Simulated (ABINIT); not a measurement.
Pressure against volume in fluorite-structure PtAl2 (space group 225) (ABINIT, PBEsol)

```
CELL_PARAMETERS angstrom
      0.00000     2.86920     2.86920
      2.86920     0.00000     2.86920
      2.86920     2.86920     0.00000
ATOMIC_POSITIONS crystal
  Al 0.25000 0.25000 0.25000
  Al 0.75000 0.75000 0.75000
  Pt 0.00000 0.00000 0.00000
```

Method: PBEsol, norm-conserving pseudopotentials (PseudoDojo nc-sr-04 PBEsol standard) (plane waves; ABINIT). Settings: pseudos = [Al.upf, Pt.upf]; ecut = 110 Ry; occopt = 3; tsmear = 0.00183747 Ha; ngkpt = 17 17 17; nshiftk = 1; shiftk = 0 0 0; potentials = PseudoDojo nc-sr-04 PBEsol standard; nband = 17; kptopt = 1; nstep = 60; toldfe = 1e-09 Ha. The cell above is the first row's. The rows scale it uniformly. In all rows fractional positions and the k mesh are held.

```
V (Å^3/atom)  P (GPa)
------------  -------
15.7468             ?
16.0891          9.39
16.4314          5.78
16.7738          2.54
17.1161         -0.37
17.4584         -2.98
17.8007         -5.32
18.1430         -7.41
18.4854         -9.29
```

Taking a cubic for P over the 8 complete rows: With u = V - 17.3, the rows have u = -1.2109, -0.8686, -0.5262, -0.1839, 0.1584, 0.5007, 0.8430, 1.1854. Least squares gives P = -1.809 - 7.5871·u + 1.2224·u² - 0.1230·u³. Residuals (row less fit): 0.001, -0.004, 0.000, 0.002, 0.001, -0.003, 0.000, 0.000; standard error 0.003 (degrees of freedom: 4). The fitted pressure is zero at V0 = 17.07, where dP/dV = -8.168, so B0 = -V0·dP/dV = 139 GPa.

What does the fit predict for P at V = 15.7468, and how far is the calculated value from it?

u = -1.5532, so P = -1.809 - 7.5871 × (-1.5532) + 1.2224 × (-1.5532)² - 0.1230 × (-1.5532)³ = 13.385 GPa. The calculation gives 13.42 GPa, 0.035 GPa above the prediction (0.2 % of the range of P in the table). The row lies outside the fitted rows, so this is an extrapolation. From the scatter of the fitted rows alone, a prediction at this place has a standard error of 0.007 GPa, so the miss is 4.8 times that.

Carrying the step between the two nearest rows on in a straight line would have given 13.00, off by 0.42; series whose last step already gives the withheld value aren't shown. The scan was laid around a cell of about the measured size, scaled by a guess for this functional. The runs keep the symmetry of the cell, so they don't test it for distortions. Spin polarisation is off. Spin-orbit coupling is off. Cutoffs and mesh are single choices, not tested for convergence of this quantity. Series with a scatter that would blur these digits, or in which a gap closes, are not shown.

Terms beyond the fitted order, or numerical noise in single rows, can give a miss of this size; the table doesn't tell which.
